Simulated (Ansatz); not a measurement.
Base system: ZrS₂ in the CdI2 type structure (space group P-3m1, No. 164; a = 3.635 Å, c = 5.720 Å; layered, stacked along the Cartesian z axis). Axes: x lies along a and z along c of the hexagonal cell.

All numbers come from plane-wave PAW DFT at the PBE-D3(BJ) level (Ansatz, an electronic-structure program, 420 eV), no spin-orbit coupling.

For the base:

```
Quantity                              Result
---------------------  ---------------------
Valence-band top at Γ  0.00, -0.24, -0.24 eV
Band gap                             0.66 eV
Pressure                            0.00 GPa
```

It is then changed as follows: the cell is compressed by 1.30 % along z with no lateral relaxation, atoms relaxed at fixed cell.

**Question.** How does this affect the largest internal atomic displacement, valence-band top at Γ, band gap, energy relative to the base and pressure?

**Answer.** The largest internal atomic displacement amounts to 0.015 Å; the valence-band top at Γ (three highest levels, from the VBM) changes from 0.00, -0.24, -0.24 eV to 0.00, -0.32, -0.32 eV; the band gap falls by 0.07 eV (0.66 eV → 0.59 eV); the energy rises by 0.6 meV/atom; the pressure (mean of the normal stresses, compression positive) goes from zero to 0.33 GPa.

The cells carry an imposed strain or load. No phonon test of stability was made.
